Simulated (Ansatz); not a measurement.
LiF (model structure, F-43m, No. 216, 2 atoms in the cell) was calculated with r²SCAN in Ansatz (PAW).

Numerical settings: plane-wave cutoff 560 eV, 14×14×14 k mesh, Fermi–Dirac smearing 0.01 eV, scalar-relativistic PAW data made under PBE.

Cell (relaxed at this level):

```cif
data_F4Li4
_chemical_formula_sum 'Li4 F4'
_space_group_name_H-M_alt 'F-43m'
_space_group_IT_number 216
_space_group_name_Hall 'F -4 2 3'
_cell_length_a 4.29023
_cell_length_b 4.29023
_cell_length_c 4.29023
_cell_angle_alpha 90.000
_cell_angle_beta 90.000
_cell_angle_gamma 90.000
loop_
_atom_site_label
_atom_site_type_symbol
_atom_site_symmetry_multiplicity
_atom_site_Wyckoff_symbol
_atom_site_fract_x
_atom_site_fract_y
_atom_site_fract_z
_atom_site_occupancy
Li1 Li 4 a 0.00000 0.00000 0.00000 1
F1 F 4 d 0.75000 0.75000 0.75000 1
```
(The calculation used a cell of 2 atoms; values per cell refer to that cell.)

Predict the band gap.


- band gap: 8.66 eV (direct)

Note: the relaxation could raise the start's symmetry but not lower it, so the cell can be a saddle point.

A model structure was made by putting elements into a prototype or built by hand; it is no filed structure, need not be a known phase, and can be a saddle point held by its symmetry.

Ansatz is an electronic-structure program.
